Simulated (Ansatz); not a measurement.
Ansatz (an electronic-structure program) run on K₂Te (Fm-3m, 3 atoms in the cell): self-consistent single point

Computed with LDA (PW92), default PAW files made with PBE (plane waves; Ansatz).

The input file:

Ansatz 0.2 input:
```yaml
# K2Te
crystal:
  lattice:
    - [0.00000000, 4.07073400, 4.07073400]
    - [4.07073400, 0.00000000, 4.07073400]
    - [4.07073400, 4.07073400, 0.00000000]
  atoms:
    - { symbol: K, position_ang: [6.10610100, 6.10610100, 6.10610100] }
    - { symbol: K, position_ang: [2.03536700, 2.03536700, 2.03536700] }
    - { symbol: Te, position_ang: [0.00000000, 0.00000000, 0.00000000] }
basis:
  ecutwfc: 420.0
kpoints:
  mp_grid:
    grid: [5, 5, 5]
hamiltonian:
  xc: lda
  pseudopotentials:
    kind: paw
scf:
  occupations:
    method: fixed
output:
  forces: true
  eigenvalues: true
  stress: true
```

Output (repeated stretches shortened):

```
WARN ansatz: RAYON_NUM_THREADS=1 ignored (pool sized by the plan → 1); use --threads N
Pseudopotentials: kind: paw
Pseudopotential: K, paw, valence charge 9
Pseudopotential: Te, paw, valence charge 16
Crystal: 3 atoms, lattice volume = 134.911 Å³
Basis set: ecut = 420 eV, 2685 PW (Γ)
Bands: 21, of which v1, the nominal top of the filled ones, is band 17 counted from 1 (16 counted from 0)
Symmetry: 48 space group operations
Space group: Fm-3m (ITA 225), of the structure as read, at distance tolerance 5.1e-5 Å
k-points: 10 of 125
PAW frozen core: K, regenerated for the run's functional, and the local potential with it
PAW frozen core: Te, regenerated for the run's functional, and the local potential with it
Initial density: superposition of atomic densities (neutral atoms: chi_scale 0, normalization atom), corrected by the library's trained network
Initial wavefunctions: pseudopotential atomic-orbital guess
Eigensolver: davidson
Functional: x = slater, c = lda
SCF iter   1: F=—  HF=-9822.794000 eV  |F-HF|=—  |Δ(HF+E_count)|=         —  Δρ=4.31e-3  dr2=1.21e-2  ethr=1.77e-3  ⟨swp⟩=5.1  Hψ=927  notcnv=0  defer=16
all-band conjugate gradients solve this SCF's bands
preconditioner: auto → none
SCF iter   2: F=—  HF=-9822.790722 eV  |F-HF|=—  |Δ(HF+E_count)|=   3.28e-3  Δρ=2.08e-3  dr2=2.29e-3  ethr=3.55e-5  ⟨swp⟩=2.2  Hψ=355  notcnv=0  defer=18
SCF iter   3: F=—  HF=-9822.790364 eV  |F-HF|=—  |Δ(HF+E_count)|=   3.58e-4  Δρ=2.17e-4  dr2=1.20e-4  ethr=6.73e-6  ⟨swp⟩=2.0  Hψ=235  notcnv=0  defer=18
SCF iter   4: F=—  HF=-9822.790338 eV  |F-HF|=—  |Δ(HF+E_count)|=   2.58e-5  Δρ=5.74e-5  dr2=8.46e-6  ethr=3.54e-7  ⟨swp⟩=2.2  Hψ=290  notcnv=0  defer=13
SCF iter   5: F=—  HF=-9822.790337 eV  |F-HF|=—  |Δ(HF+E_count)|=   7.48e-7  Δρ=1.50e-5  dr2=1.62e-7  ethr=2.49e-8  ⟨swp⟩=2.1  Hψ=376  notcnv=0  defer=2
SCF iter   6: F=-9822.790337 eV  HF=-9822.790337 eV  |F-HF|=3.32e-9  |Δ(HF+E_count)|=   1.16e-8  Δρ=3.31e-6  dr2=7.52e-9  ethr=2.94e-10  ⟨swp⟩=7.1  Hψ=1113  notcnv=0
SCF 1 converged in 6 iterations: F = -9822.790337 eV  dr2 = 7.52e-9
SCF converged after 6 iterations
Free energy (F): -9822.790337 eV
Harris-Foulkes:  -9822.790337 eV  (|F-HF|=3.32e-9)
Internal energy: -9822.790337 eV  (E = F + TS)
E sigma→0 (E₀):  -9822.790337 eV
Fermi energy:    2.316078 eV
--- Per-component energies (eV) ---
  E_band       = -552.866860
  E_kinetic    = 688.854016
  E_local      = -3097.005325  (includes V_loc(G=0)·N_el)
  E_nonlocal   = -273.339765
  E_hartree    = 1502.545801
  E_xc         = -389.461251
  E_vxc        = -431.528617  (∫ρ·V_xc dr)
  E_paw        = -5996.156586  (= ΣΔE_a)
  E_vpaw       = -444.941245  (= ΣTr[D̂ρ^β])
  E_aug_tail   = -0.000190  (compensation charges beyond the density's cutoff)
  E_ewald      = -2259.420697
  E_core_change = 1.193661  (= ΣΔE_core)
  E_smearing   = -0.000000  (= −TS)
  E_closure    = 0.000000  (closes the sum)
  Σ components = -9822.790337   (vs F -9822.790337, Δ=0.00e0)
--- Forces (eV/Å), atoms counted from 1 ---
  atom   1  K      0.00000000     0.00000000     0.00000000
   [... zero for the other atoms too ...]
  max |Σ_I F_I| component: 1.85e-17 eV/Å
--- Stress (GPa, compression-positive) ---
       -1.129559       0.000000       0.000000
        0.000000      -1.129559       0.000000
        0.000000      -0.000000      -1.129559
  P = ⅓ Tr σ = -1.1296 GPa (-11.296 kbar)
  The stress holds the Pulay correction. Without it, at fixed plane waves, as pw.x and ABINIT print it: P = -1.1396 GPa
--- Band table (eV; the first three rows and the last of 10) ---
  k-point 0: bands = ["-31.8357", "-31.8357", "-31.8357", "-31.8315", "-31.8315", "-26.8816", "-26.8528", "-10.6299", "-10.6299", "-10.6299", "-10.5151", "-10.5151", "-10.5151", "-6.3225", "2.2567", "2.2567", "2.2567", "4.2877", "7.1718", "7.1718", "8.7219"]
  k-point 1: bands = ["-31.8357", "-31.8356", "-31.8356", "-31.8315", "-31.8315", "-26.8788", "-26.8555", "-10.6251", "-10.6200", "-10.6200", "-10.5376", "-10.5270", "-10.5270", "-6.2753", "1.9176", "2.2778", "2.2778", "5.0235", "7.1483", "7.1483", "8.1542"]
  k-point 2: bands = ["-31.8357", "-31.8356", "-31.8356", "-31.8315", "-31.8315", "-26.8714", "-26.8625", "-10.6155", "-10.5932", "-10.5932", "-10.5752", "-10.5572", "-10.5572", "-6.2001", "1.6014", "2.3110", "2.3110", "5.9531", "7.0438", "7.1768", "7.1768"]
  k-point 9: bands = ["-31.8357", "-31.8356", "-31.8356", "-31.8315", "-31.8315", "-26.8692", "-26.8644", "-10.6913", "-10.6609", "-10.6014", "-10.5564", "-10.5028", "-10.4938", "-6.1579", "1.7284", "2.0131", "2.2836", "5.7062", "7.0874", "7.2166", "7.8195"]
```

The run converged in 6 iterations.

The starting cell comes from a database of computed structures (which also holds hypothetical and non-ambient phases and stackings), without a prior relaxation at this level. Its lattice was rescaled by up to half a per cent. Spin-orbit coupling is off. Ansatz's pressure includes its estimate of the finite-basis (Pulay) stress.
